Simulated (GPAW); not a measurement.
## Short convergence ladders for MnRh (P4mm, 2 atoms in the cell)

```xyz
2
Lattice="3.0366 0.0000 0.0000 0.0000 3.0366 0.0000 0.0000 0.0000 3.0366" Properties=species:S:1:pos:R:3 pbc="T T T"
Mn     0.0000     0.0000     0.0500
Rh     1.5183     1.5183     1.5183
```
Moments meant for the start (each program seeds them in its own way; μB, in the order of the atoms Mn Rh): 4.0 1.0.

Base method: PBEsol, GPAW PAW datasets PBEsol (made by gpaw-setup) (plane waves; GPAW).

Base settings: spinpol = true; mode = pw; ecut = 800 eV; xc = PBEsol; kpts = 5 5 5; mesh shift (steps) = 0 0 0; occupations.name = methfessel-paxton; occupations.width = 0.1 eV; occupations.order = 0; nbands = -8.

The count of work is k-points × plane waves × bands × iterations; it is no time. Core times come from one kind of shared machine, to one figure; runs under 30 s give none.

**The k-point mesh**

The second cell is the first with its lattice scaled by 0.98.

Only quantities that move along the ladder and can be compared are tabulated.

| kpts | free energy less the last step's (meV/atom) | energy of the compressed cell less the first (meV/atom) | pressure (GPa) | largest difference of a force vector from the last step's (eV/Å) | net moment (μB/atom) | count of work / last | core time / last (rough) |
|---|---|---|---|---|---|---|---|
| 4 4 4 | 66.78 | -7.40 | -7.36 | 0.031 | 2.043 | 0.23 | 0.5 |
| 5 5 5 | -21.40 | -10.64 | -7.79 | 0.039 | 2.000 | 0.19 | – |
| 7 7 7 | 7.90 | -7.99 | -7.22 | 0.035 | 2.033 | 0.31 | 0.5 |
| 9 9 9 | 5.76 | -8.30 | -7.29 | 0.016 | 2.031 | 1.1 | 2 |
| 10 10 10 | 0.00 | -7.89 | -7.20 | 0.000 | 2.051 | 1.0 | 1 |

Coarsest kpts that holds the net moment within 0.01 μB/atom: not settled: the last two steps still differ by 0.020 μB/atom, over half the tolerance, so the ladder does not show it.

Coarsest kpts that holds the pressure within 0.2 GPa of the last step, with all finer ones: 7 7 7, at 0.31 of the last step's count of work; the step before is off by 0.59 GPa.

Coarsest kpts that holds the free energy within 5 meV/atom: not settled: the last two steps still differ by 5.8 meV/atom, over half the tolerance, so the ladder does not show it.

**The k-point mesh at a smearing width of 0.05 eV**

In this ladder: occupations.width = 0.05 eV.

The second cell is the first with its lattice scaled by 0.98.

Only quantities that move along the ladder and can be compared are tabulated.

```tsv
kpts	free energy less the last step's (meV/atom)	energy of the compressed cell less the first (meV/atom)	pressure (GPa)	largest difference of a force vector from the last step's (eV/Å)	count of work / last	core time / last (rough)
4 4 4	67.02	-7.09	-7.34	0.028	0.12	0.2
6 6 6	4.90	-8.48	-7.34	0.015	0.29	0.4
8 8 8	6.68	-6.68	-7.10	0.054	0.50	0.6
10 10 10	0.00	-7.82	-7.25	0.000	1.0	1
```

Coarsest kpts that holds the forces within 0.02 eV/Å: not settled: the last two steps still differ by 0.054 eV/Å, over half the tolerance, so the ladder does not show it.

Coarsest kpts that holds the free energy within 2 meV/atom: not settled: the last two steps still differ by 6.7 meV/atom, over half the tolerance, so the ladder does not show it.

Coarsest kpts that holds the energy of the compressed cell less the first within 1 meV/atom: not settled: the last two steps still differ by 1.1 meV/atom, over half the tolerance, so the ladder does not show it.

**The setting conv density**

Moved along: convergence.energy, convergence.eigenstates.

The mesh stays at the base's, so the ladder's end is converged at best in this setting alone.

Only quantities that move along the ladder and can be compared are tabulated.

| convergence.density | pressure (GPa) | largest difference of a force vector from the last step's (eV/Å) |
|---|---|---|
| 0.01 e/electron | -6.92 | 0.041 |
| 0.001 e/electron | -8.07 | 0.102 |
| 0.0001 e/electron | -7.83 | 0.008 |
| 1e-05 e/electron | -7.79 | 0.000 |
| 1e-07 e/electron | -7.80 | 0.000 |

Coarsest convergence.density that holds the forces within 0.005 eV/Å of the last step, with all finer ones: 1e-05 e/electron; the step before is off by 0.008 eV/Å.

Coarsest convergence.density that holds the pressure within 0.2 GPa of the last step, with all finer ones: 0.0001 e/electron; the step before is off by 0.27 GPa.

On the base run: the starting cell comes from a database of computed structures (which also holds hypothetical and non-ambient phases and stackings), without a prior relaxation at this level. Its lattice was rescaled by up to half a per cent. One atom was moved a little off its site on purpose. The magnetic order is the one reached from the typed start; others were not searched systematically. In the base run, with a pressure of about -8 GPa the cell is away from its equilibrium volume at this level. Without a gap this mesh is coarse (it stands for a supercell whose shortest vector is 15 Å).

Left out of this page: 1 run of the series failed or unconverged.
